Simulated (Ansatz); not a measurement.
A hypothetical phase is included: elements placed on a structure type, which no database files for this compound.

The decay constant κ of evanescent states in the gap governs leakage through a thin film.

Here is the system:

```
BN
1.0
    2.46209     0.00000     0.00000
    0.00000     3.48192     0.00000
    1.23104     1.74096     1.23104
N B
1 1
Direct
  0.00000   0.00000   0.00000
  0.00000   0.50000   0.00000
```

The cell was relaxed by PBE-D3(BJ); by r2SCAN it stands under a pressure of 3.4 GPa.

Transport runs along the normal of the first two printed cell vectors, the (110) plane of the conventional cell.

No gap correction and no spin-orbit coupling; mid-gap is the computed energy nearest the middle.

Estimate the band gap and the smallest decay constant κ at mid-gap that Ansatz (a quantum-chemistry and plane-wave program) with r2SCAN returns for this system.

Gap 1.41 eV on a 24×24×24 mesh; κ = 0.189 1/Å, at (0.333, 0.000) of the in-plane reciprocal vectors. At the zone centre the slowest state has κ = 0.22 1/Å.
